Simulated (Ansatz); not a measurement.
Take AlN in the zinc blende structure (space group F-43m, No. 216) as the base.

Space group F-43m (No. 216); a = b = c = 4.3695 Å, α = β = γ = 90.00°

```csv
atom,site,symmetry,x,y,z
N,4c,-43m,0.2500,0.2500,0.2500
Al,4a,-43m,0.0000,0.0000,0.0000
```
(The calculation used a cell of 2 atoms; values per cell refer to that cell.)

The other end (x = 1) is GaN in the zinc blende structure (space group F-43m, No. 216): 11.38 Å³/atom, gap 2.17 eV; this end may not be an ambient phase.

Method: r2SCAN in Ansatz (plane waves to 500 eV, PAW, scalar-relativistic without spin-orbit coupling), earlier PAW set.

Ga replaces a fraction x of Al; each row is one arrangement (x, atoms in the cell, starting space group or random), fully relaxed.

One change was made to it. Results:

| quantity | base | after |
|---|---|---|
| mean first-shell distances | – | Al–N 1.895 Å (end compound 1.892 Å), Ga–N 1.946 Å (end compound 1.948 Å) |
| volume per atom | 10.43 Å³ | 11.05 Å³ |

Q: Which of these changes matches the shifts?
(A) x(Ga) = 0.667, 6 atoms, I-4m2
(B) x(Ga) = 0.25, 8 atoms, R3m
(C) x(Ga) = 0.75, 8 atoms, R3m

A: A, x(Ga) = 0.667, 6 atoms, I-4m2. For comparison, the mean first-shell distances in the other runs: x(Ga) = 0.25, 8 atoms, R3m gives Al–N 1.897 Å (end compound 1.892 Å), Ga–N 1.933 Å (end compound 1.948 Å); x(Ga) = 0.75, 8 atoms, R3m gives Al–N 1.908 Å (end compound 1.892 Å), Ga–N 1.943 Å (end compound 1.948 Å).

These are small ordered cells, not random alloys; other orderings at the same x differ. No phonon test of stability was made. This is not the structure that AlN has at room temperature and ambient pressure. This is not the structure that GaN has at room temperature and ambient pressure.

Ansatz is a quantum-chemistry and plane-wave program.
